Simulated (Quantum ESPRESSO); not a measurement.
## σyz against shear in Cu3Au-type Al3Sc (space group 221): C44 (Quantum ESPRESSO, LDA)

```yaml
crystal:
  lattice:
    - [4.02994, 0.00000, 0.00000]
    - [0.00000, 4.02994, 0.00806]
    - [0.00000, 0.00806, 4.02994]
  atoms:
    - { symbol: Sc, position: [0.00000, 0.00000, 0.00000] }
    - { symbol: Al, position: [0.00000, 0.50000, 0.50000] }
    - { symbol: Al, position: [0.50000, 0.00000, 0.50000] }
    - { symbol: Al, position: [0.50000, 0.50000, 0.00000] }
```

Method: LDA (PZ), GBRV 1.5 ultrasoft (LDA) pseudopotentials (plane waves; Quantum ESPRESSO). Settings: ecutwfc = 65 Ry; ecutrho = 520 Ry; occupations = smearing; smearing = fermi-dirac; degauss = 0.0036749 Ry; potentials = {Sc: sc_lda_v1.uspp.F.UPF, Al: al_lda_v1.uspp.F.UPF}; K_POINTS = automatic 16 16 16 0 0 0; conv_thr = 1e-10 Ry; mixing_beta = 0.7. The cell above is the first row's. The rows shear the cubic cell: the yz and zy parts of the deformation are each γ/2. At γ = 0 the shear stress vanishes by symmetry. Stress is positive in tension. In all rows fractional positions and the k mesh are held.

| γ (%) | σyz (GPa) |
|---|---|
| 0.4 | 0.324 |
| 0.8 | 0.648 |
| 1.2 | 0.973 |
| 1.6 | 1.297 |
| 2.0 | 1.623 |
| 2.4 | 1.950 |
| 2.8 | ? |

### Question
Fit σyz against γ with a straight line, and predict the withheld value at γ = 2.8.

### Answer
With u = γ - 1.4, the rows have u = -1.0000, -0.6000, -0.2000, 0.2000, 0.6000, 1.0000. Means: u 0, σyz 1.1358. About the means, the sum of products is 2.2758 and the sum of squares of u is 2.8000; the slope is their ratio. Least squares gives σyz = 1.1358 + 0.81279·u. Residuals (row less fit): 0.0010, -0.0001, -0.0002, -0.0014, -0.0005, 0.0014; standard error 0.0011 (degrees of freedom: 4). The slope of the line, 0.81279 GPa per cent, gives C44 ≈ 100 × 0.81279 = 81 GPa, for the static lattice. At the withheld row, u = 1.4000, so σyz = 1.1358 + 0.81279 × 1.4000 = 2.2737 GPa. The calculation gives 2.280 GPa, 0.0063 GPa above the prediction (0.3 % of the range of σyz in the table). The row lies outside the fitted rows, so this is an extrapolation. From the scatter of the fitted rows alone, a prediction at this place has a standard error of 0.0015 GPa, so the miss is 4.1 times that.

Carrying the step between the two nearest rows on in a straight line would have given 2.277, off by 0.003; series whose last step already gives the withheld value aren't shown. The reference cell has the volume at which an earlier scan in this program and functional put its minimum by a fit. The runs keep the symmetry of the cell, so they don't test it for distortions. The unstrained cell stands at a pressure of -0.01 GPa, and the constants belong to that pressure. By symmetry this strain leaves no force on the atoms; the largest in the rows is 0.000 eV/Å. Without a gap such slopes are sensitive to mesh and smearing. Cutoffs and mesh are single choices, not tested for convergence of this quantity. Series with a scatter that would blur these digits, or in which a gap closes, are not shown. Strain series were run only where this level's volume lies within 10 % of a first guess from the measured size.

Terms beyond the fitted order, or numerical noise in single rows, can give a miss of this size; the table doesn't tell which.
